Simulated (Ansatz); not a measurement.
The reference is MgO in the rock salt structure (space group Fm-3m, No. 225).

```
MgO
1.0
    0.00000     2.12722     2.12722
    2.12722     0.00000     2.12722
    2.12722     2.12722     0.00000
O Mg
1 1
Direct
  0.00000   0.00000   0.00000
  0.50000   0.50000   0.50000
```

The values are results of PBE (Ansatz, a first-principles code, PAW, no SOC), earlier PAW set, not measurements.

For the base:

The band gap is 4.46 eV and the volume per atom is 9.63 Å³.

It is then changed as follows: cell and atoms relaxed at a pressure of 50 GPa.

Task: What happens to the band gap and volume per atom?

Result: The band gap rises by 2.30 eV, from 4.46 eV to 6.76 eV; the volume per atom drops by 1.87 Å³, from 9.63 Å³ to 7.76 Å³.

Load acts through the strain it causes; cell and atoms are relaxed under it. Whether these cells are dynamically stable was not tested. Competing high-pressure phases were not computed.
